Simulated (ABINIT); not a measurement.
Input and output of a self-consistent single point for MgSn5 (R32, 6 atoms in the cell) (ABINIT).

Method: LDA (PW92), norm-conserving pseudopotentials (PseudoDojo nc-sr-04 LDA standard) (plane waves; ABINIT).

```xyz
6
Lattice="2.8426 1.6412 5.5620 -2.8426 1.6412 5.5620 0.0000 -3.2824 5.5620" Properties=species:S:1:pos:R:3 pbc="T T T"
Mg     0.0000     0.0000     8.3430
Sn     0.9127     1.6412     5.5620
Sn    -1.8777    -0.0302     5.5620
Sn     0.9650    -1.6110     5.5620
Sn     0.0000     0.0000     2.7764
Sn     0.0000     0.0000    13.9097
```

Reference input (self-consistent single point, DFT, PBEsol, plane waves, norm-conserving pseudopotentials (PseudoDojo nc-sr-04 PBEsol standard)): pseudos = [Mg.upf, Sn.upf]; ecut = 42 Ha; occopt = 3; tsmear = 0.1 eV; ngkpt = 4 4 4; nshiftk = 1; shiftk = 0 0 0; potentials = PseudoDojo nc-sr-04 PBEsol standard; nband = 51; kptopt = 1; nstep = 60; toldfe = 1e-09 Ha. This run's input differs from it in these lines:

```diff
@@ -1,2 +1,2 @@
-# MgSn5, PseudoDojo nc-sr-04 PBEsol standard
+# MgSn5, PseudoDojo nc-sr-04 LDA standard
 pp_dirpath "./"
```

Its files differ too (potentials: PseudoDojo nc-sr-04 PBEsol standard → PseudoDojo nc-sr-04 LDA standard).

Log, with long lists cut:

```
--- !BeginCycle
solver: {iscf: 7, nstep: 60, nline: 4, wfoptalg: 0, }
tolerances: {toldfe: 1.00E-09, }
...

     iter   Etot(hartree)      deltaE(h)  residm     vres2
 ETOT  1  -450.86999532769    -4.509E+02 3.829E-01 3.070E+01
 ETOT  2  -452.17530069973    -1.305E+00 1.435E-02 5.745E+01
 ETOT  3  -452.17719706179    -1.896E-03 2.092E-03 3.367E+01
 ETOT  4  -452.17932154400    -2.124E-03 6.160E-04 3.262E-01
 ETOT  5  -452.17934271782    -2.117E-05 1.174E-04 9.993E-03
 ETOT  6  -452.17934349827    -7.804E-07 8.292E-05 5.533E-04
 ETOT  7  -452.17934355454    -5.627E-08 1.992E-05 1.494E-05
 ETOT  8  -452.17934355570    -1.168E-09 1.995E-05 7.516E-07
 ETOT  9  -452.17934355574    -3.951E-11 6.345E-06 1.397E-07
 ETOT 10  -452.17934355576    -1.381E-11 5.343E-06 1.711E-10
 At SCF step   10, etot is converged :
  for the second time, diff in etot=  1.381E-11 < toldfe=  1.000E-09

 Cartesian components of stress tensor (hartree/bohr^3)
  sigma(1 1)=  1.38967716E-04  sigma(3 2)=  4.83042079E-12
  sigma(2 2)=  1.38967716E-04  sigma(3 1)=  0.00000000E+00
  sigma(3 3)=  2.49548907E-05  sigma(2 1)=  0.00000000E+00

 ----iterations are completed or convergence reached----

 reduced coordinates (array xred) for    6 atoms
       0.499999997813      0.499999997813      0.499999997814
       0.660531997115      0.339467998512     -0.000000002186
      -0.000000002187      0.660531997115      0.339467998513
       0.339467998512     -0.000000002187      0.660531997115
       0.166388999272      0.166388999272      0.166388999273
       0.833610996355      0.833610996355      0.833610996356
   [... lines left out ...]
 Fermi (or HOMO) energy (eV) =   5.98982   Average Vxc (eV)= -10.68190
   [... lines left out ...]
total_energy        : -4.52179343555758E+02
total_energy_eV     : -1.23044256910585E+04
band_energy         : -4.06293465881515E+01
...

-Cartesian components of stress tensor (GPa)         [Pressure= -2.9704E+00 GPa]
- sigma(1 1)=  4.08857068E+00  sigma(3 2)=  1.42115862E-07
- sigma(2 2)=  4.08857067E+00  sigma(3 1)=  0.00000000E+00
- sigma(3 3)=  7.34198108E-01  sigma(2 1)=  0.00000000E+00

 Calculation completed.
```

The run converged in 10 iterations. Against the reference run the pressure goes from -1.67 to -2.97 GPa and the largest force goes from 0.087 to 0.079 eV/Å.

The starting cell comes from a database of computed structures (which also holds hypothetical and non-ambient phases and stackings), without a prior relaxation at this level. Its lattice was rescaled by a random factor within 2.5 % of one.

Cost on one core of a shared machine: roughly 4 min.
